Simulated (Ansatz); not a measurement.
Cu on the 1x1 (111) surface of fcc Pt, one in a 2x2 cell, energies for each (27.3 Å²). Energies are against an atom of fcc Cu, without zero-point or thermal terms; each row is named by its start.

Computed with PBE (plane waves to 420 eV, PAW; Ansatz, a program for electronic structure).

Q: Which site binds most strongly?
(A) top Pt
(B) hollow Pt-Pt-Pt over Pt at depth 4.6 Å
(C) hollow Pt-Pt-Pt over Pt at depth 2.3 Å

A: B, hollow Pt-Pt-Pt over Pt at depth 4.6 Å. Adsorption energies: hollow Pt-Pt-Pt over Pt at depth 4.6 Å 0.46 eV; hollow Pt-Pt-Pt over Pt at depth 2.3 Å 0.51 eV; top Pt 1.34 eV.
